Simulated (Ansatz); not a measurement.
Results of PBEsol (PAW; Ansatz, a program for electronic structure) for Ti2O3 (P2₁/m, No. 11, 10 atoms in the cell; start mp-1101295; a measured phase of this formula has another space group).

Settings: plane-wave cutoff 520 eV, 8×12×6 k mesh (along the axes of the cell as run), Fermi–Dirac smearing 0.01 eV, no spin polarisation, scalar-relativistic PAW data made under PBE.

Cell (relaxed with PBEsol):

Space group P2₁/m (No. 11); a = 5.0593 Å, b = 2.9532 Å, c = 7.3171 Å, α = γ = 90.00°, β = 101.57°

```csv
atom,site,symmetry,x,y,z
Ti,2e,m,0.1578,0.2500,0.6582
Ti,2e,m,0.2685,0.2500,0.0219
O,2e,m,0.9412,0.2500,0.1555
O,2e,m,0.2146,0.7500,0.5042
O,2e,m,0.4852,0.7500,0.1701
```

Task: What does this level give for the band gap, smallest direct gap on the k points sampled and direct gap at Γ?

Result: 
- band gap = 0.07 eV (indirect)
- smallest direct gap on the k points sampled = 0.24 eV
- direct gap at Γ = 1.05 eV

The computed numbers hold no vibrational or temperature effects.

A start named mp-… is a Materials Project structure, which need not be a measured phase.
